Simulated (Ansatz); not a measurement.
# A computed series for ZrC: response to strain

Start from ZrC in the rock salt structure (space group Fm-3m, No. 225; a = 4.669 Å; relaxed with 0.1 eV smearing). Axes: x, y, z lie along the cube axes.

Strains are applied to the cell and any free atomic positions relax.

Computed with PBEsol (Ansatz, a first-principles code), without spin-orbit coupling.

Notes on the quantities. energy relative to the base: free energy F; pressure: mean of the normal stresses, compression positive.

```
change                          energy relative to the base  shortest interatomic distance  pressure
------------------------------  ---------------------------  -----------------------------  --------
base                                             0 meV/atom                        2.335 Å   0.0 GPa
uniaxial strain ε_zz = −3.00 %                 +20 meV/atom                            ___   8.1 GPa
uniaxial strain ε_zz = −2.50 %                          ___                        2.276 Å   6.6 GPa
uniaxial strain ε_zz = −2.00 %                +8.5 meV/atom                        2.288 Å   5.2 GPa
uniaxial strain ε_zz = −1.00 %                +2.0 meV/atom                        2.311 Å   2.5 GPa
uniaxial strain ε_zz = +0.50 %                +0.5 meV/atom                        2.335 Å  -1.2 GPa
uniaxial strain ε_zz = +1.50 %                +4.2 meV/atom                        2.335 Å       ___
uniaxial strain ε_zz = +2.00 %                +7.4 meV/atom                        2.335 Å  -4.3 GPa
uniaxial strain ε_zz = +2.50 %                 +11 meV/atom                        2.335 Å  -5.3 GPa
uniaxial strain ε_zz = +3.00 %                 +16 meV/atom                        2.335 Å  -6.2 GPa
```

**Question.** Complete the table.

**Answer.** 
- uniaxial strain ε_zz = −3.00 %, shortest interatomic distance: 2.264 Å
- uniaxial strain ε_zz = −2.50 %, energy relative to the base: +13 meV/atom
- uniaxial strain ε_zz = +1.50 %, pressure: -3.3 GPa

Stability against distortions was not tested. The final runs are not spin-polarised.
